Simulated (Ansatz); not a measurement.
# How far a parabola holds: energy against volume of antifluorite K2Te

We consider antifluorite K2Te, described by LDA (PAW; Ansatz, an electronic-structure program). Run with plane-wave cutoff 520 eV, 8×8×8 k mesh, Fermi–Dirac smearing 0.01 eV, scalar-relativistic PAW data made under PBE. The cell has no free parameter but its volume, all volumes share cutoff and mesh, and the runs aren't spin-polarised. Energies are free energies at the run's smearing, counted from the lowest row; static lattice.

| V (Å³/atom) | E (meV/atom) |
|---|---|
| 39.809 | 3.85 |
| 40.638 | 0.95 |
| 41.467 | 0.00 |
| 42.297 | 0.80 |
| 43.126 | 3.15 |
| 43.955 | ? |

Using a parabola, estimate the missing E at V = 43.955 from the other rows, showing the fit.

With u = V - 41.5, the rows have u = -1.6910, -0.8620, -0.0330, 0.7970, 1.6260. Least squares gives E = -0.005 - 0.1042·u + 1.2726·u². Residuals (row less fit): 0.040, -0.080, 0.000, 0.080, -0.040; standard error 0.089 (degrees of freedom: 2). The fitted curve has its minimum at V = 41.5, where E = -0.01. Its curvature is d²E/dV² = 2 × 1.2726 meV/Å⁶, so B = V0·d²E/dV² × 0.1602 = 16.9 GPa. At the withheld row, u = 2.4550, so E = -0.005 - 0.1042 × 2.4550 + 1.2726 × 2.4550² = 7.409 meV/atom. The calculation gives 6.91 meV/atom, 0.499 meV/atom below the prediction (7.2 % of the range of E in the table). The row lies outside the fitted rows, so this is an extrapolation. From the scatter of the fitted rows alone, a prediction at this place has a standard error of 0.212 meV/atom, so the miss is 2.4 times that.

The residuals are curvature that a parabola lacks, not noise. A solid that stiffens under compression and softens on expansion lies above the parabola at the compressed end and under it at the expanded end, as this row does. A third-order Birch-Murnaghan fit to the whole scan has B0 = 16.8 GPa. Only scans are tabulated whose curvature falls smoothly with volume, and where the parabola meets the shown rows within 5 % of their range and misses the end by 0.1 meV or more.

Note: the relaxation could not lower the start's symmetry, so the cell can be a saddle point above a distorted one; the volume lies 8 % below that of the published cell.

Spin–orbit coupling is not included.
